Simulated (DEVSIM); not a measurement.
Structure: Schottky contact on n-type Si, at 300 K.

```tsv
layer (left to right)	material	thickness (μm)	Nd (cm⁻³)	τn (s)	τp (s)
1	Si	19.0	1.8e16	5.4e-5	5.4e-5
```

Left contact: Schottky, work function 4.77 eV, emission velocity 1.5e6 cm/s. Right contact: ohmic. Voltage is applied to the left contact. Recombination: SRH at mid-gap. Mobility is μmin + (μ − μmin)/(1 + (N/Nref)^α).

The device is made up for the run: typed textbook-type constants, with dimensions and the other settings drawn at random. Values at 300 K.

| parameter | Si |
|---|---|
| gap (eV) | 1.124 |
| affinity (eV) | 4.05 |
| permittivity | 11.7 |
| Nc (cm⁻³) | 2.86e19 |
| Nv (cm⁻³) | 3.1e19 |
| μn (cm²/Vs) | 1417 |
| μp (cm²/Vs) | 470 |
| μn,min | 52 |
| μp,min | 45 |
| Nref,n | 9.7e16 |
| Nref,p | 2.2e17 |
| αn | 0.68 |
| αp | 0.72 |

DEVSIM, 1D drift-diffusion, Boltzmann statistics, complete ionisation; no tunnelling, impact ionisation, image-force lowering or self-heating. Metal contacts follow the ideal Schottky-Mott rule: no Fermi-level pinning, no interface dipoles.

Question: Tabulate band edges, carrier densities and field at zero bias.

Answer: Energies count from the Fermi level of the right contact; mesh points crowd at the junctions.

| x (μm) | Ec (eV) | Ev (eV) | n (cm⁻³) | p (cm⁻³) | field (V/cm) |
|---|---|---|---|---|---|
| 0.000 | 0.720 | -0.404 | 2.3e7 | 5.1e12 | -53000 |
| 0.01679 | 0.635 | -0.489 | 6.1e8 | 1.9e11 | -48000 |
| 0.04530 | 0.509 | -0.615 | 8.1e10 | 1.4e9 | -40000 |
| 0.08900 | 0.359 | -0.765 | 2.7e13 | 4400000 | -28000 |
| 0.2018 | 0.201 | -0.923 | 1.2e16 | 9800 | -3400 |
| 0.3595 | 0.191 | -0.933 | 1.8e16 | 6500 | -23 |
| 0.6271 | 0.191 | -0.933 | 1.8e16 | 6500 | ≈ 0 |
| 1.277 | 0.191 | -0.933 | 1.8e16 | 6500 | ≈ 0 |
| 2.185 | 0.191 | -0.933 | 1.8e16 | 6500 | ≈ 0 |
| 3.726 | 0.191 | -0.933 | 1.8e16 | 6500 | ≈ 0 |
| 6.089 | 0.191 | -0.933 | 1.8e16 | 6500 | ≈ 0 |
| 11.56 | 0.191 | -0.933 | 1.8e16 | 6500 | ≈ 0 |
| 14.63 | 0.191 | -0.933 | 1.8e16 | 6500 | ≈ 0 |
| 16.44 | 0.191 | -0.933 | 1.8e16 | 6500 | ≈ 0 |
| 17.73 | 0.191 | -0.933 | 1.8e16 | 6500 | ≈ 0 |
| 18.26 | 0.191 | -0.933 | 1.8e16 | 6500 | ≈ 0 |
| 18.57 | 0.191 | -0.933 | 1.8e16 | 6500 | ≈ 0 |
| 18.75 | 0.191 | -0.933 | 1.8e16 | 6500 | ≈ 0 |
| 18.89 | 0.191 | -0.933 | 1.8e16 | 6500 | ≈ 0 |
| 18.94 | 0.191 | -0.933 | 1.8e16 | 6500 | ≈ 0 |
| 18.98 | 0.191 | -0.933 | 1.8e16 | 6500 | ≈ 0 |
| 19.00 | 0.191 | -0.933 | 1.8e16 | 6500 | ≈ 0 |
